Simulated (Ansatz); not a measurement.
**Sn: isotropic strain +1.45 %**

Consider Sn in the diamond structure (space group Fd-3m, No. 227; a = 6.5409 Å; relaxed with 0.1 eV smearing).

The change: every lattice vector is stretched by 1.45 %; the atoms relax in the strained cell.

Method: DFT with PBEsol, PAW potentials and a 420 eV plane-wave cutoff in Ansatz (a program for electronic structure), without spin-orbit coupling. k-mesh 15×15×15 (Γ-centred); smearing 0.1 eV (Fermi–Dirac).

The volume per atom increases by 1.54 Å³ (34.98 Å³ → 36.52 Å³) and the space group remains Fd-3m (No. 227). The shortest interatomic distance goes up by 0.041 Å to 2.873 Å and the energy goes up by 8.1 meV/atom. The pressure goes from zero to -1.6 GPa and the band gap stays zero.

Final structure:

```yaml
crystal:
  lattice:
    - [0.00000, 3.31788, 3.31788]
    - [3.31788, 0.00000, 3.31788]
    - [3.31788, 3.31788, 0.00000]
  atoms:
    - { symbol: Sn, position: [0.25000, 0.25000, 0.25000] }
    - { symbol: Sn, position: [0.00000, 0.00000, 0.00000] }
```

Whether these cells are dynamically stable was not tested.
